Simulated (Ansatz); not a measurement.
AlAs under load (space group I-4m2), Ansatz (a quantum-chemistry and plane-wave program) with PBE with spin-orbit coupling, rigid bands. Condition of this run: uniaxial stress along [001] of -1.2 GPa (compression positive) (the target of the relaxation). Band gap 1.30 eV, N_c = 1.24e19 cm⁻³ and N_v = 1.04e19 cm⁻³ at 300 K, conductivity masses along z (a = (0.00, 2.82, 2.88) Å; b = (2.82, 0.00, 2.88) Å; c = (2.82, 2.82, 0.00) Å) of 0.265 mₑ (electrons) and 0.693 mₑ (holes). Take k_BT = 0.02585 eV.

### Question
A film of it is 2 nm thick, with its normal along the direction named. Estimate the confinement energies in an infinite well.

### Answer
ħ²π²/(2m t²) = 0.376 eV·nm²/(m/mₑ × t²) gives 355 meV for electrons and 136 meV for holes, so the gap would widen to about 1.79 eV. Finite barriers and nonparabolic bands lower this, and with several valleys or bands the heaviest mass along the normal sets the lowest level, not this average.

### Question
What thermal injection velocity √(2k_BT/πm) limits a ballistic channel along the direction named?

### Answer
1.05e7 cm/s for electrons and 6.46e6 cm/s for holes, a ratio of √(m_h/m_e) = 1.62, for dilute carriers.

### Question
What built-in voltage has an abrupt junction with N_A = 1e16 and N_D = 1e17 cm⁻³, all dopants ionised?

### Answer
V_bi = E_g/e − (k_BT/e) ln(N_c N_v/(N_A N_D)) = 1.30 − 0.02585 × 11.77 = 1.00 V, for the computed gap.

Rigid bands with the computed gap; masses take one relaxation time for all states. Geometry: cell and atoms relaxed with PBEsol.
